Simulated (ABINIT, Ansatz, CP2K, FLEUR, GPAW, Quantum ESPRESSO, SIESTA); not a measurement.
Ga (Cmce, 4 atoms in the cell) computed with different codes at matched settings

Self-consistent single point, at a second geometry (lattice scaled by 0.98). First geometry:

```
CELL_PARAMETERS angstrom
      2.26000    -3.83000     0.00000
      2.26000     3.83000     0.00000
      0.00000     0.00000     4.53000
ATOMIC_POSITIONS crystal
  Ga 0.15490 0.84510 0.91900
  Ga 0.34510 0.65490 0.41900
  Ga 0.65490 0.34510 0.58100
  Ga 0.84510 0.15490 0.08100
```

Shared settings, as Ansatz (an electronic-structure program) writes them: kpoints.mp_grid.grid = 4 4 4; scf.occupations.method = gaussian; scf.occupations.width = 0.272 eV. Potentials and cutoffs stand in the table.

```csv
code,model,ΔF from the first geometry (meV/atom),pressure (GPa),largest force (eV/Å),cutoff
GPAW,"PBE, GPAW PAW datasets PBE (gpaw-data 1.0.1)",32.9,6.79,0.221,550 eV
ABINIT,"PBE, PAW (JTH v2.0 PBE PAW)",27.5,5.88,0.240,20 Ha
FLEUR,"PBE, all-electron FLAPW (FLEUR), scalar-relativistic valence",–,–,0.250,Kmax 3.6 1/bohr
Ansatz,"PBE, default PAW files",27.0,5.76,0.239,default
CP2K,"PBE, GPW, DZVP-MOLOPT-SR-GTH basis, GTH-PBE potentials (GTH_POTENTIALS)",29.5,6.22,0.150,grid 600 Ry
Quantum ESPRESSO,"PBE, PseudoDojo standard norm-conserving (PBE) pseudopotentials",28.0,5.92,0.243,80 Ry
SIESTA,"GGA PBE, numerical atomic orbitals TZP, PseudoDojo PBE standard norm-conserving potentials (rewritten from UPF to PSML)",29.3,6.16,0.094,grid 400 Ry
```

A dash marks a value that a program does not give, or that is left out as unsure.

The spread over the programs that give each value: ΔF from the first geometry within 5.9 meV/atom; pressure within 1.03 GPa; largest force within 0.156 eV/Å.

CP2K and SIESTA use small atom-centred bases, whose incompleteness enters pressures, forces and empty levels differently from a plane-wave cutoff. FLEUR treats all electrons, but the usual bases taken here (sphere radii, linearisation, local orbitals, empty states) were not tested for convergence, so the values are no reference for the others. Ansatz's pressure is given at a fixed set of plane waves, as the other plane-wave codes print theirs; with its correction for the finite basis it is 5.81 GPa. In the force vectors, CP2K (by 0.096) and SIESTA (by 0.148) lie more than 0.08 eV/Å from the median of the plane-wave programs.

The shared mesh is coarse (it stands for a supercell whose shortest vector is 17 Å), so the values are not converged in it.

The starting cell has typed, rounded lattice constants, without a prior relaxation at this level. For this run, on top of that: lattice scaled by 0.98.

Left out of this page: Elk (not drawn, or without a comparable value).

Keys are those of Ansatz 0.2.
